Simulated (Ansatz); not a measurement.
We consider SiSn (model structure, started from the WC type, P-6m2, No. 187, 2 atoms in the cell), described by LDA in Ansatz (plane waves, PAW).

Settings: plane-wave cutoff 520 eV, 18×18×16 k mesh (along the axes of the cell as run), Fermi–Dirac smearing 0.05 eV, scalar-relativistic PAW data made under PBE.

Cell (relaxed at this level):

```cif
data_SiSn
_chemical_formula_sum 'Sn1 Si1'
_space_group_name_H-M_alt 'P 1'
_space_group_IT_number 1
_cell_length_a 3.75575
_cell_length_b 3.75575
_cell_length_c 3.53669
_cell_angle_alpha 90.000
_cell_angle_beta 90.000
_cell_angle_gamma 120.000
loop_
_space_group_symop_operation_xyz
  'x, y, z'
loop_
_atom_site_label
_atom_site_type_symbol
_atom_site_fract_x
_atom_site_fract_y
_atom_site_fract_z
_atom_site_occupancy
Sn1 Sn 0.00000 0.00000 0.00000 1
Si1 Si 0.66667 0.33333 0.50000 1
```

Predict the bulk modulus B0.


- bulk modulus B0: 64.6 GPa

The run finds no gap.

Note: the bulk modulus is −V dP/dV from two relaxed cells at ±2 % in volume; the relaxation could raise the start's symmetry but not lower it, so the cell can be a saddle point.

Spin–orbit coupling is not included; it can open a gap where bands touch, and shift volumes and moduli.

The computed numbers hold no vibrational or temperature effects.

It cost very roughly 2.8 core-minutes of CPU time.

A model structure was made by putting elements into a prototype or built by hand; it is no filed structure, need not be a known phase, and can be a saddle point held by its symmetry.

Ansatz is a quantum-chemistry and plane-wave program.
